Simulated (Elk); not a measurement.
Elk run on C (P-1, 2 atoms in the cell): self-consistent single point.

Method of the run: PBEsol, all-electron FP-LAPW, Elk's shipped species files, APW+lo basis with extra local orbitals (Elk).

```
C
1.0
    2.18163     0.00000     0.00000
   -1.09082     1.88935     0.00000
    0.00000     0.00000     3.54209
C
2
Cartesian
 -0.06211   1.21889   0.88881
  1.15293   0.67046   2.65328
```

Reference input (self-consistent single point, DFT, PBE, all-electron FP-LAPW, Elk's shipped species files, APW+lo basis with extra local orbitals): xctype = 20; rgkmax = 7.5; stype = 0; swidth = 0.00183747 Ha; ngridk = 14 14 8; gmaxvr = 14 1/bohr; nxlo = 2; lorbcnd = true; lmaxi = 3; maxscl = 100. This run's input differs from it in these lines:

```diff
@@ -4,3 +4,3 @@
 xctype
-  20
+  22
```

The program printed (abridged):

```
│ Self-consistent loop started │
│ Loop number : 1 │
 total energy                :     -76.8519621024
│ Loop number : 2 │
 total energy                :     -76.8416876788
RMS change in Kohn-Sham potential (target) :    4.179255223     (  0.1000000000E-05)
Absolute change in total energy (target)   :   0.1027442360E-01 (  0.1000000000E-03)
│ Loop number : 3 │
 total energy                :     -76.2775355729
RMS change in Kohn-Sham potential (target) :    2.202046057     (  0.1000000000E-05)
Absolute change in total energy (target)   :   0.5667207118     (  0.1000000000E-03)
│ Loop number : 4 │
   [... lines left out ...]
Absolute change in total energy (target)   :   0.1779472238E-03 (  0.1000000000E-03)
│ Loop number : 12 │
 total energy                :     -75.5958262156
RMS change in Kohn-Sham potential (target) :   0.9381652617E-05 (  0.1000000000E-05)
Absolute change in total energy (target)   :   0.2339841835E-04 (  0.1000000000E-03)
│ Loop number : 13 │
 total energy                :     -75.5958357717
RMS change in Kohn-Sham potential (target) :   0.2581496546E-06 (  0.1000000000E-05)
Absolute change in total energy (target)   :   0.3706515912E-05 (  0.1000000000E-03)
Convergence targets achieved

│ Loop number : 14 │

Energies :
 Fermi                       :     0.314033236321
 total energy                :     -75.5958359531

Density of states at Fermi energy :    20.46262423
 (states/Hartree/unit cell)

Estimated indirect band gap :   0.3633959656E-03
 from k-point    462 to k-point     31
Estimated direct band gap   :   0.2438228241E-02
 at k-point    693

Charges :
 core                        :    4.000000000
 valence                     :    8.000000000
 interstitial                :    2.365413275
 muffin-tins (core leakage)
  species :    1 (C)
   atom    1                 :    4.817293363     (  0.3591608487E-05)
   atom    2                 :    4.817293363     (  0.3591608487E-05)
 total in muffin-tins        :    9.634586725
 total calculated charge     :    11.99343020
 total charge                :    12.00000000
 error                       :   0.6569795475E-02

│ Self-consistent loop stopped │
```

The run converged in 14 iterations. The count includes the last loop, which Elk runs after its targets are met. 

The starting cell was generated: these elements placed on a structure prototype, without a prior relaxation; it need not be a known phase or ordering of this composition. Its atoms were displaced at random from the sites of space group no. 194. Values depend on the basis (sphere radii, cutoffs, local orbitals), which need not be converged. The log's line on a gap gives a spacing of levels on this mesh, which the program prints for metals too.

Cost on one core of a shared machine: roughly 4 min.
